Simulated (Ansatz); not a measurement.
Consider ZnO in the wurtzite structure (space group P6_3mc, No. 186).

```yaml
crystal:
  lattice:
    - [3.23518, 0.00000, 0.00000]
    - [-1.61759, 2.80175, 0.00000]
    - [0.00000, 0.00000, 5.21141]
  atoms:
    - { symbol: Zn, position: [0.66667, 0.33333, 0.00241] }
    - { symbol: Zn, position: [0.33333, 0.66667, 0.50241] }
    - { symbol: O, position: [0.66667, 0.33333, 0.62279] }
    - { symbol: O, position: [0.33333, 0.66667, 0.12279] }
```

Cartesian axes are those of the cell as printed.

Level of theory: Kohn–Sham DFT with the r2SCAN functional, run in Ansatz (a first-principles code) with PAW and 500 eV plane waves, no spin-orbit coupling.

Perturbation: uniaxial strain ε_xx = +4.45 %, all other strain components held at zero; the atoms relax in the strained cell.

Task: Predict the stress tensor and what it implies for the stiffness.

Result: Stress of the strained cell less that of the base (GPa, compression positive):
```
  -8.87    0.00    0.00
   0.00   -5.07    0.00
   0.00    0.00   -4.45
```

Then −Δσ_ii/ε with ε = 0.0445 gives secant stiffness values (nonlinear terms included at this strain): C11 ≈ 199 GPa, C12 ≈ 114 GPa and C13 ≈ 100 GPa.

As a check, the harmonic strain energy −½ V₀ Δσ:ε is 15 meV/atom; the computed energy rise is 15 meV/atom.

Stability against distortions was not tested.
